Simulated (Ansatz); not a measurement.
Fluorite NiSi2 was calculated with PBE0 (Ansatz, an electronic-structure program, plane waves, PAW).

Run with plane-wave cutoff 460 eV, 10×10×10 k mesh, Fermi–Dirac smearing 0.05 eV, no spin polarisation, scalar-relativistic PAW data made under PBE.

Computed at the level's own relaxed cell.

### Question
Estimate the equilibrium volume per atom, bulk modulus and lattice constant a that the calculation returns.

### Answer

- equilibrium volume per atom: 12.96 Å³/atom
- bulk modulus: 156 GPa
- lattice constant a: 5.378 Å

Measured, for comparison: equilibrium volume per atom 13.17 Å³/atom, lattice constant a 5.406 Å (temperature not stated, no zero-point or thermal correction; as tabulated in Wikipedia's data pages). Computed (rounded) less measured: equilibrium volume per atom -1.6 %, lattice constant a -0.5 %. A static lattice is as a rule a little smaller and stiffer than an uncorrected measurement, which narrows the difference in the equilibrium volume per atom, lattice constant a and would widen misses of the other sign.

Note: the run has no spin polarisation, so it can have missed a magnetic state.

Computed values are for the static lattice.
